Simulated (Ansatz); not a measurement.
**PbSe, response to strain**

The reference is PbSe in the rock salt structure (space group Fm-3m, No. 225; a = 6.178 Å). Axes: x, y, z lie along the cube axes.

Strains are applied to the cell and any free atomic positions relax; under biaxial strain the out-of-plane vector relaxes too.

Level of theory: r2SCAN, PAW, 500 eV (Ansatz, a quantum-chemistry and plane-wave program; no spin-orbit coupling).

Notes on the quantities. energy relative to the base: free energy F.

```csv
change,gap character,band gap,energy relative to the base
base,direct at L,0.67 eV,0 meV/atom
"biaxial strain −3.51 %, plane normal [001], relaxed out of plane",direct at N,0.38 eV,+36 meV/atom
"biaxial strain −2.44 %, plane normal [001], relaxed out of plane",direct at N,0.48 eV,+17 meV/atom
isotropic strain +0.73 %,direct at L,0.73 eV,+2.2 meV/atom
isotropic strain +0.93 %,direct at L,0.75 eV,+3.6 meV/atom
isotropic strain +4.95 %,direct at L,1.03 eV,+89 meV/atom
uniaxial strain ε_yy = −4.33 %,direct at N,0.45 eV,+27 meV/atom
uniaxial strain ε_zz = +3.59 %,direct at N,0.74 eV,+13 meV/atom
tensor shear ε_yz = −0.83 %,"indirect, S → R",0.58 eV,+0.5 meV/atom
tensor shear ε_yz = +2.21 %,"indirect, S → R",?,?
```

Question: Complete the table.

Answer: 
- tensor shear ε_yz = +2.21 %, band gap: 0.44 eV
- tensor shear ε_yz = +2.21 %, energy relative to the base: +3.3 meV/atom

Spin-orbit coupling, missing from the scalar runs, can matter with Pb. No phonon test of stability was made. k-point labels follow each cell's own Brillouin zone.
